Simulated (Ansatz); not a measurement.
Levels about the gap of amorphous Al₂₈O₄₅B₂ (75 atoms in a cell of 826 Å³, 3.01 g/cm³; zone centre alone, so wide bands show as single levels with stretches between that a denser mesh fills), at the geometry that PBE relaxed, where it gives 1.8 GPa on a denser mesh. The participation number counts the atoms over which a state spreads; weights are charges in smoothed Voronoi cells. The levels come from a single point, so bond lengths are those of that geometry. Method of the levels: PBE, scalar-relativistic without spin-orbit coupling (Ansatz, a quantum-chemistry and plane-wave program). Sampling: the zone centre alone; Fermi-Dirac width 0.02 eV; no spin polarisation. At PBE the levels at the filled edge of the gap are localised (band-tail or defect states), and the nearest spread-out levels lie 4.2 eV apart at the zone centre.

It comes from a melt-quench run on a machine-learned potential (CHGNet), relaxed afterwards by DFT. O atoms were pushed apart under 1.9 Å during the dynamics, to hinder bonds among them. The hot cell started wider than the set density and was brought back towards it in steps. It is the lowest in DFT energy of 2 quenches. It is a model cell: composition and starting density were chosen by hand, and all elements were melted together. No dispersion term was used. Its density started from a set value of 3.01 and ended at 3.01 g/cm³. The quench (nominally 340 K/ps over its main leg) was far faster than any real one, so the model tends to hold more defects than a real film. A cell of this size samples the disorder only roughly. The volume was held where the preparation left it, at a PBE pressure of 1.8 GPa. Stress components on the final sampling reach 4.0 GPa.

```
E - E(highest filled), eV  filling  participation number        largest on  weight O  weight Al  weight B
-------------------------  -------  --------------------  ----------------  --------  ---------  --------
-0.70                       filled                  14.2   O, 2 neighbours      0.94       0.06      0.00
-0.67                       filled                  13.1   O, 3 neighbours      0.94       0.05      0.00
-0.55                       filled                   8.1   O, 2 neighbours      0.94       0.06      0.00
-0.50                       filled                   8.1   O, 2 neighbours      0.94       0.06      0.00
-0.31                       filled                   5.1   O, 3 neighbours      0.95       0.05      0.00
-0.21                       filled                   5.7   O, 2 neighbours      0.94       0.06      0.00
0.00                        filled                   3.7   O, 2 neighbours      0.95       0.05      0.00
3.25                         empty                  48.8  Al, 4 neighbours      0.58       0.41      0.01
4.68                         empty                  15.4  Al, 4 neighbours      0.55       0.45      0.00
5.49                         empty                  26.6  Al, 4 neighbours      0.58       0.39      0.03
5.58                         empty                  23.3  Al, 5 neighbours      0.58       0.39      0.03
5.73                         empty                  40.6  Al, 5 neighbours      0.61       0.37      0.01
5.95                         empty                  50.8  Al, 4 neighbours      0.61       0.35      0.04
6.00                         empty                  10.8   B, 3 neighbours      0.51       0.23      0.27
```

Most localised among these is the filled level at +0.00 eV, on a O atom, which has 2 neighbours (Al 1.73 Å, Al 1.75 Å).
